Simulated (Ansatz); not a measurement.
Pd₃GaC (model structure, started from the Ni3MgC type, Pm-3m, No. 221, 5 atoms in the cell)

Method: PBE (PAW; Ansatz, a program for electronic structure).

Settings: plane-wave cutoff 520 eV, 14×14×14 k mesh, Fermi–Dirac smearing 0.05 eV, scalar-relativistic PAW data made under PBE.

Cell (relaxed at this level):

GaPd₃C has the cubic space group Pm-3m (No. 221), the anti-perovskite structure, Pearson symbol cP5. Conventional cell: a = b = c = 4.139 Å, α = β = γ = 90.00°. Ga on 1a sees 12 Pd at 2.927 Å (cuboctahedral). Pd on 3c has 2 C at 2.070 Å and 8 Pd at 2.927 Å and 4 Ga at 2.927 Å. C on 1b sees 6 Pd at 2.070 Å (octahedral). (Neighbours: up to the widest gap in distance over summed covalent radii, below 1.35, at either atom; cation-cation and far metal-metal contacts left out.)

```yaml
band_gap: zero (no gap)
bulk modulus B0: 166 GPa
```

Note: the bulk modulus is −V dP/dV from two relaxed cells at ±2 % in volume; the relaxation could raise the start's symmetry but not lower it, so the cell can be a saddle point.

Spin–orbit coupling is not included.

Computed values are for the static lattice.

It cost very roughly 2.5 core-minutes of CPU time.

A model structure was made by putting elements into a prototype or built by hand; it is no filed structure, need not be a known phase, and can be a saddle point held by its symmetry.
